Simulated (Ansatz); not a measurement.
**TiB2: response to strain**

Start from TiB$_{2}$ (space group P6/mmm, No. 191).

```cif
data_B2Ti
_chemical_formula_sum 'Ti1 B2'
_space_group_name_H-M_alt 'P6/mmm'
_space_group_IT_number 191
_space_group_name_Hall '-P 6 2'
_cell_length_a 2.99392
_cell_length_b 2.99392
_cell_length_c 3.15953
_cell_angle_alpha 90.000
_cell_angle_beta 90.000
_cell_angle_gamma 120.000
loop_
_atom_site_label
_atom_site_type_symbol
_atom_site_symmetry_multiplicity
_atom_site_Wyckoff_symbol
_atom_site_fract_x
_atom_site_fract_y
_atom_site_fract_z
_atom_site_occupancy
Ti1 Ti 1 a 0.00000 0.00000 0.00000 1
B1 B 2 d 0.33333 0.66667 0.50000 1
```

Strains are applied to the cell and any free atomic positions relax.

The values are results of LDA (Ansatz, a quantum-chemistry and plane-wave program), scalar-relativistic without spin-orbit coupling, not measurements.

Notes on the quantities. energy relative to the base: free energy F; pressure: mean of the normal stresses, compression positive.

```json
[
 {"change": "base", "energy relative to the base": "0 meV/atom", "shortest interatomic distance": "1.729 Å", "pressure": "0.0 GPa"},
 {"change": "isotropic strain −3.00 %", "energy relative to the base": "+63 meV/atom", "shortest interatomic distance": "1.677 Å", "pressure": "30.6 GPa"},
 {"change": "isotropic strain −2.50 %", "energy relative to the base": "+43 meV/atom", "shortest interatomic distance": "1.685 Å", "pressure": "24.7 GPa"},
 {"change": "isotropic strain −1.50 %", "energy relative to the base": "+15 meV/atom", "shortest interatomic distance": "1.703 Å", "pressure": "13.9 GPa"},
 {"change": "isotropic strain −1.00 %", "energy relative to the base": "___", "shortest interatomic distance": "1.711 Å", "pressure": "___"},
 {"change": "isotropic strain −0.50 %", "energy relative to the base": "+1.6 meV/atom", "shortest interatomic distance": "1.720 Å", "pressure": "4.4 GPa"},
 {"change": "isotropic strain +0.50 %", "energy relative to the base": "+1.6 meV/atom", "shortest interatomic distance": "1.737 Å", "pressure": "-4.1 GPa"},
 {"change": "isotropic strain +1.50 %", "energy relative to the base": "+14 meV/atom", "shortest interatomic distance": "1.754 Å", "pressure": "-11.5 GPa"},
 {"change": "isotropic strain +2.00 %", "energy relative to the base": "+24 meV/atom", "shortest interatomic distance": "1.763 Å", "pressure": "-14.9 GPa"},
 {"change": "isotropic strain +3.00 %", "energy relative to the base": "+53 meV/atom", "shortest interatomic distance": "1.780 Å", "pressure": "-21.0 GPa"}
]
```

### Question
Fill in the withheld entries from the trend.

### Answer

- isotropic strain −1.00 %, energy relative to the base: +6.6 meV/atom
- isotropic strain −1.00 %, pressure: 9.0 GPa

The mesh was chosen for an insulator and is coarse for the gapless case. Whether these cells are dynamically stable was not tested. The final runs are not spin-polarised.
